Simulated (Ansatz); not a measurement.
**Pressure series in ZnCu**

Take ZnCu in the CsCl type structure (space group Pm-3m, No. 221; a = 2.908 Å) as the base.

Cell and atoms are relaxed at each pressure.

Computed with plane-wave PAW DFT at the PBEsol level (Ansatz, a first-principles code, 420 eV), scalar-relativistic without spin-orbit coupling.

```
P (GPa)  V (Å³/atom)
-------  -----------
-2.00         12.487
-1.00         12.391
0.91          12.219
2.11          12.118
4.50          11.930
9.00          11.618
15.00         11.263
22.50         10.892
30.00         10.578
```

Fit a third-order Birch–Murnaghan equation of state.

Least squares on P(V) = (3B₀/2)[(V₀/V)^(7/3) − (V₀/V)^(5/3)]·[1 + (3/4)(B₀′ − 4)((V₀/V)^(2/3) − 1)] gives V₀ = 12.30 Å³/atom, B₀ = 137 GPa and B₀′ = 4.9.

Measured bulk modulus of ZnCu: 116 GPa (temperature not stated; as listed in Niraj K. Nepal et al., Phys. Rev. B (2020)); the computed value is for a static lattice, so the two differ by thermal effects too.

Load acts through the strain it causes; cell and atoms are relaxed under it. Whether these cells are dynamically stable was not tested. No other phases were tried under pressure. All final runs are without spin polarisation.
